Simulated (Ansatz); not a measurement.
Take CaO in the rock salt structure (space group Fm-3m, No. 225; a = 4.7671 Å) as the base. Axes: x, y, z lie along the cube axes.

Calculations: Ansatz (a first-principles code) PBEsol, no spin-orbit coupling.

Strains are applied to the cell and any free atomic positions relax; under biaxial strain the out-of-plane vector relaxes too.

One change was made to it. Results:

```csv
quantity,base,after
shortest interatomic distance,2.384 Å,2.388 Å
"pressure (mean of the normal stresses, compression positive)",0.00 GPa,-0.68 GPa
band gap,3.54 eV,3.53 eV
```

Question: What was done to the base?
(A) biaxial strain +0.42 %, plane normal [111], relaxed out of plane
(B) biaxial strain +0.83 %, plane normal [111], relaxed out of plane
(C) biaxial strain +2.08 %, plane normal [111], relaxed out of plane
(D) biaxial strain −1.67 %, plane normal [111], relaxed out of plane
(E) biaxial strain −0.42 %, plane normal [111], relaxed out of plane

Answer: A, biaxial strain +0.42 %, plane normal [111], relaxed out of plane. For comparison, the pressure in the other runs: biaxial strain −1.67 %, plane normal [111], relaxed out of plane gives 2.88 GPa; biaxial strain +2.08 %, plane normal [111], relaxed out of plane gives -3.17 GPa; biaxial strain −0.42 %, plane normal [111], relaxed out of plane gives 0.70 GPa; biaxial strain +0.83 %, plane normal [111], relaxed out of plane gives -1.33 GPa.

Stability against distortions was not tested.
